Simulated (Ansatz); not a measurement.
**A computed series for MgMn6Sn6: response to strain**

Base system: MgMn6Sn6 (space group P6/mmm, No. 191; ferromagnetic; a cell from a computed database, its experimental status unchecked).

```xyz
13
Lattice="5.3618 0.0000 0.0000 -2.6809 4.6434 0.0000 0.0000 0.0000 8.8199" Properties=species:S:1:pos:R:3 pbc="T T T"
Mg     0.0000     0.0000     0.0000
Mn    -1.3404     2.3217     2.1959
Mn    -1.3404     2.3217     6.6240
Mn     2.6809     0.0000     2.1959
Mn     2.6809     0.0000     6.6240
Mn     1.3404     2.3217     2.1959
Mn     1.3404     2.3217     6.6240
Sn     0.0000     0.0000     2.8475
Sn     0.0000     0.0000     5.9724
Sn     2.6809     1.5478     0.0000
Sn     0.0000     3.0956     0.0000
Sn     2.6809     1.5478     4.4099
Sn     0.0000     3.0956     4.4099
```

Cartesian axes are those of the cell as printed.

Strains are applied to the cell and any free atomic positions relax; under biaxial strain the out-of-plane vector relaxes too.

All numbers come from Kohn–Sham DFT with the PBEsol functional, run in Ansatz (a program for electronic structure) with PAW and 420 eV plane waves, no SOC.

Notes on the quantities. pressure: mean of the normal stresses, compression positive.

```csv
case,largest site moment,pressure,volume per atom
base,2.34 μB,0.0 GPa,16.89 Å³
"biaxial strain −1.75 %, plane normal [001], relaxed out of plane",2.30 μB,___,___
isotropic strain +1.68 %,2.42 μB,-5.2 GPa,17.76 Å³
uniaxial strain ε_yy = +0.40 %,2.35 μB,___,16.96 Å³
```

### Question
Some entries are withheld; estimate them.

### Answer

- biaxial strain −1.75 %, plane normal [001], relaxed out of plane, pressure: 3.5 GPa
- biaxial strain −1.75 %, plane normal [001], relaxed out of plane, volume per atom: 16.44 Å³
- uniaxial strain ε_yy = +0.40 %, pressure: -0.5 GPa

Other magnetic orders, which the real material may have, were not ruled out. Without a gap, meshes like the base's 8×8×5 leave anisotropic stresses uncertain by several tenths of a GPa, and small strain energies with them. No phonon test of stability was made.
